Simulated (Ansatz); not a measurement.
The structure below was relaxed with r2SCAN (Ansatz, a program for electronic structure), without spin-orbit coupling, earlier PAW set.

```
CELL_PARAMETERS angstrom
      3.33367     0.00000     0.00000
     -1.66683     2.88704     0.00000
      0.00000     0.00000     5.49278
ATOMIC_POSITIONS crystal
  In 0.33333 0.66667 0.75000
  In 0.66667 0.33333 0.25000
```

Q: Find the space group and the Wyckoff positions.

A: Space group P6₃/mmc (No. 194); a = b = 3.3337 Å, c = 5.4928 Å, α = β = 90.00°, γ = 120.00°

```tsv
atom	site	symmetry	x	y	z
In	2d	-6m2	0.6667	0.3333	0.2500
```

Q: Describe the coordination.

A: The crystal has 2 atoms in its conventional cell. Conventional cell: a = 3.334 Å, b = 3.334 Å, c = 5.493 Å, α = 90.00°, β = 90.00°, γ = 120.00°. In is surrounded by 12 In at 3.334–3.354 Å (anticuboctahedral). (Neighbours: up to the widest gap in distance over summed covalent radii, below 1.35, at either atom.)

No phonon test of stability was made. The cell was made from Tl by this change: Tl → In; the result is a model cell, its experimental status unchecked. This is not the structure that In has at room temperature and ambient pressure.
